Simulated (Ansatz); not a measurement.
The starting structures come from a database of crystals and need not be the phases stable at ambient conditions.

Consider the following.

```yaml
crystal:
  lattice:
    - [3.74764, 0.00000, 0.00000]
    - [1.87382, 6.62174, 0.14686]
    - [0.00000, 0.76428, 9.25294]
  atoms:
    - { symbol: As, position: [0.38519, 0.22962, 0.55618] }
    - { symbol: As, position: [0.61481, 0.77038, 0.44382] }
    - { symbol: As, position: [0.79991, 0.40018, 0.86138] }
    - { symbol: As, position: [0.20009, 0.59982, 0.13862] }
    - { symbol: Se, position: [0.96999, 0.06003, 0.71256] }
    - { symbol: Se, position: [0.03001, 0.93997, 0.28744] }
    - { symbol: Se, position: [0.22167, 0.55667, 0.65958] }
    - { symbol: Se, position: [0.77833, 0.44333, 0.34042] }
    - { symbol: Se, position: [0.62487, 0.75026, 0.96336] }
    - { symbol: Se, position: [0.37513, 0.24974, 0.03664] }
```

Space group of this cell: C2/m. The cell was relaxed by PBE-D3(BJ); by r2SCAN its mean pressure is 1.4 GPa.

Transport runs along the normal of the first two printed cell vectors.

No gap correction and no spin-orbit coupling; mid-gap values are interpolated between computed energies.

**Question.** Compute, with Ansatz (a first-principles code) with r2SCAN, the band gap and the smallest decay constant κ at mid-gap.

**Answer.** Gap 0.63 eV on a 8×8×4 mesh; κ = 0.073 1/Å, at (0.000, 0.333) of the in-plane reciprocal vectors. At the zone centre, at the nearest computed energy, the slowest state has κ = 0.09 1/Å.
